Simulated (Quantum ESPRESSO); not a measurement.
Quantum ESPRESSO run on LuAgO2 (R-3m, 4 atoms in the cell): self-consistent single point.

Method: PBEsol, PSlibrary PAW (PBE) pseudopotentials (plane waves; Quantum ESPRESSO).

```yaml
crystal:
  lattice:
    - [1.68680, 0.97387, 6.19663]
    - [-1.68680, 0.97387, 6.19663]
    - [0.00000, -1.94775, 6.19663]
  atoms:
    - { symbol: Lu, position: [0.50000, 0.50000, 0.50000] }
    - { symbol: Ag, position: [0.00000, 0.00000, 0.00000] }
    - { symbol: O, position: [0.88890, 0.88890, 0.88890] }
    - { symbol: O, position: [0.11110, 0.11110, 0.11110] }
```

Reference input (self-consistent single point, DFT, LDA (PZ), plane waves, PSlibrary PAW (LDA) pseudopotentials): ecutwfc = 55 Ry; ecutrho = 440 Ry; occupations = smearing; smearing = fermi-dirac; degauss = 0.0036749 Ry; K_POINTS = automatic 9 9 9 0 0 0; conv_thr = 1e-11 Ry; mixing_beta = 0.5. This run's input differs from it in these lines:

```diff
@@ -16,2 +16,3 @@
   degauss = 0.0036749
+  input_dft = 'pbesol'
 /
@@ -22,5 +23,5 @@
 ATOMIC_SPECIES
-Lu   174.9668  Lu.pz-spdn-kjpaw_psl.1.0.0.UPF
-Ag   107.8682  Ag.pz-n-kjpaw_psl.1.0.0.UPF
-O     15.9990  O.pz-n-kjpaw_psl.1.0.0.UPF
+Lu   174.9668  Lu.pbe-spdn-kjpaw_psl.1.0.0.UPF
+Ag   107.8682  Ag.pbe-n-kjpaw_psl.1.0.0.UPF
+O     15.9990  O.pbe-n-kjpaw_psl.0.1.UPF
 CELL_PARAMETERS angstrom
```

Log, with long lists cut:

```
     Self-consistent Calculation

     iteration #  1     ecut=    55.00 Ry     beta= 0.50

     total energy              =   -1091.27328231 Ry
     estimated scf accuracy    <       1.07993387 Ry

     iteration #  2     ecut=    55.00 Ry     beta= 0.50

     total energy              =   -1091.59518364 Ry
     estimated scf accuracy    <       0.52238046 Ry

     iteration #  3     ecut=    55.00 Ry     beta= 0.50

     total energy              =   -1091.68738887 Ry
     estimated scf accuracy    <       0.01527024 Ry

   [... 9 blocks of this kind left out ...]

     iteration # 13     ecut=    55.00 Ry     beta= 0.50
     c_bands:  1 eigenvalues not converged

     total energy              =   -1091.69286946 Ry
     estimated scf accuracy    <          6.0E-11 Ry

     iteration # 14     ecut=    55.00 Ry     beta= 0.50
     End of self-consistent calculation

     the Fermi energy is     9.4063 ev

!    total energy              =   -1091.69286946 Ry
     estimated scf accuracy    <          5.2E-12 Ry
     smearing contrib. (-TS)   =      -0.00000000 Ry
     internal energy E=F+TS    =   -1091.69286946 Ry

     convergence has been achieved in  14 iterations

     Forces acting on atoms (cartesian axes, Ry/au):

     atom    1 type  1   force =     0.00000000   -0.00000000    0.00000000
     atom    2 type  2   force =    -0.00000000   -0.00000000   -0.00000000
     atom    3 type  3   force =     0.00000000    0.00000000   -0.01069581
     atom    4 type  3   force =     0.00000000    0.00000000    0.01069581

     Total force =     0.015126     Total SCF correction =     0.000001

          total   stress  (Ry/bohr**3)                   (kbar)     P=      -45.14
  -0.00030093   0.00000000  -0.00000000          -44.27        0.00       -0.00
   0.00000000  -0.00030093  -0.00000000            0.00      -44.27       -0.00
  -0.00000000  -0.00000000  -0.00031877           -0.00       -0.00      -46.89

   JOB DONE.
```

The run converged in 14 iterations. Against the reference run the pressure goes from -9.05 to -4.51 GPa, the largest force goes from 0.266 to 0.275 eV/Å and the gap on the mesh hardly changes (2.227 to 2.222 eV).

The starting cell comes from a database of computed structures (which also holds hypothetical and non-ambient phases and stackings), without a prior relaxation at this level. Spin-orbit coupling is off. With a pressure of about -5 GPa the cell is away from its equilibrium volume at this level.

Cost on one core of a shared machine: roughly 4 min.
